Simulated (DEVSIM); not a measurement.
Device: Cr/SiO2/p-GaSb capacitor, at 400 K.

```csv
layer (left to right),material,thickness (nm),Na (cm⁻³)
1,SiO2,2.70,-
2,GaSb,1200,2.7e17
```

Metal gate on the left, work function 4.5 eV. Fixed charge at the semiconductor interface 0 cm⁻² (in units of +e); no interface traps.

The device is made up for the run: typed textbook-type constants, with dimensions and the other settings drawn at random. Values at 300 K; Nc and Nv go as T^1.5, mobilities as T to minus their exponent, the gap by Varshni's rule with the affinity fixed.

| parameter | SiO2 | GaSb |
|---|---|---|
| gap (eV) | 9 | 0.726 |
| affinity (eV) | 0.9 | 4.06 |
| permittivity | 3.9 | 15.7 |
| Nc (cm⁻³) | - | 2.1e17 |
| Nv (cm⁻³) | - | 1.8e19 |
| Varshni α (eV/K) | - | 0.00042 |
| Varshni β (K) | - | 140 |

Simulated with DEVSIM: 1D Poisson equation in equilibrium, Boltzmann statistics, complete ionisation; no quantum confinement or tunnelling. Metal contacts follow the ideal Schottky-Mott rule: no Fermi-level pinning, no interface dipoles.

Base results: flat-band voltage (V) -0.09; minimum of the low-frequency capacitance (μF/cm²) 0.239; capacitance of the dielectric stack (μF/cm²) 1.28.

Q: What follows from this one change: temperature 400 → 450 K?

A: flat-band voltage -0.09 → -0.04 V; minimum of the low-frequency capacitance 0.239 → 0.260 μF/cm²; capacitance of the dielectric stack little changed (1.28 μF/cm²).

Q: What follows from this one change: interface trap density 0 → 1e+11 cm^-2 eV^-1?

A: flat-band voltage little changed (-0.09 V); minimum of the low-frequency capacitance 0.239 → 0.249 μF/cm²; capacitance of the dielectric stack little changed (1.28 μF/cm²).

Q: What follows from this one change: SiO2 thickness 0.0027 → 0.0015 μm?

A: flat-band voltage little changed (-0.09 V); minimum of the low-frequency capacitance 0.239 → 0.262 μF/cm²; capacitance of the dielectric stack 1.28 → 2.30 μF/cm².
